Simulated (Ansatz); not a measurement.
## InAs (model structure, started from the BeO type, P4₂/mnm, No. 136, 8 atoms in the cell): properties by level of theory

```csv
level (code),lattice parameter a (Å),c axis length (Å),cohesive energy (eV/atom)
LDA (Ansatz),7.357,4.267,___
PBEsol (Ansatz),7.434,4.309,___
PBE-D3(BJ) (Ansatz),___,4.338,3.11
r²SCAN+rVV10 (Ansatz),7.415,___,3.14
```

Task: Some entries are withheld; supply them.

Result: 
- LDA (Ansatz, an electronic-structure program), cohesive energy (eV/atom): 3.67
- PBEsol (Ansatz), cohesive energy (eV/atom): 3.20
- PBE-D3(BJ) (Ansatz), lattice parameter a (Å): 7.453
- r²SCAN+rVV10 (Ansatz), c axis length (Å): 4.315

Ansatz's density-functional and Hartree–Fock values are scalar-relativistic unless marked +SOC, with PAW data made under PBE.

Free atoms are spin-polarised, in the lowest state found; at levels without +SOC their spin–orbit coupling is left out.

A model structure was made by putting elements into a prototype or built by hand; it is no filed structure, need not be a known phase, and can be a saddle point held by its symmetry.
